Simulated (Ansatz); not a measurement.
Work function of faces of MnP-type NiSi in PBE and in r2SCAN, in Ansatz (plane waves, PAW). Symmetric slabs relaxed with PBE from ideal cuts in 1x1 cells (the lowest computed cut and spin start of each face; real faces may reconstruct in larger cells); r2SCAN values are single points on them, with the bulk at the same level. No spin-orbit coupling, no U.

| face | PBE (eV) | r2SCAN (eV) |
|---|---|---|
| (001) | 4.47 | 4.52 |
| (010) | 4.75 | 4.82 |
| (011) | 4.69 | 4.79 |
| (100) | 4.85 | 4.95 |
| (101) | 4.71 | 4.76 |
| (110) | 4.68 | 4.75 |
| (111) | 4.69 | ? |

**Question.** Fit a straight line y = a·x + b by least squares to the 6 complete rows (x: PBE (eV); y: r2SCAN (eV)).

**Answer.** the means are x̄ = 4.6917 and ȳ = 4.7650; Σ(x − x̄)² = 0.078083 and Σ(x − x̄)(y − ȳ) = 0.086850, so a = 1.112 and b = ȳ − a·x̄ = -0.453. The largest residual is 0.027.

**Question.** What does the line predict for the withheld row, (111), and what did the calculation give?

**Answer.** the line gives 4.76; the calculation gave 4.74, a miss of -0.02, of the size of the fitted rows' scatter and rounding.

Ansatz is a quantum-chemistry and plane-wave program.
